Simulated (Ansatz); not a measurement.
Input:

```yaml
crystal:
  lattice:
    - [0.00000, 2.16849, 2.18546]
    - [2.16849, 0.00000, 2.18546]
    - [2.16849, 2.16849, 0.00000]
  atoms:
    - { symbol: Si, position: [0.25000, 0.25000, 0.25000] }
    - { symbol: C, position: [0.00000, 0.00000, 0.00000] }
```

All values below come from PBEsol with spin-orbit coupling, rigid bands (plane waves, PAW; Ansatz, a quantum-chemistry and plane-wave program). Condition of this run: biaxial stress xx = yy = 2 GPa (compression positive) (the target of the relaxation). Geometry: cell and atoms relaxed with PBEsol, then loaded as said.

Question: What conductivity effective mass do dilute holes have at 300 K?

Answer: 0.66 (x), 0.66 (y), 0.74 (z) mₑ.

Question: Predict the electron conductivity mass (n e² τ/σ) at 300 K, by direction if it differs.

Answer: 0.34 (x), 0.34 (y), 0.24 (z) mₑ.

Question: And the band gap?

Answer: 1.19 eV at this level; semilocal functionals usually fall short of the measured gap.

Rigid bands, one relaxation time for all states, no polarons.
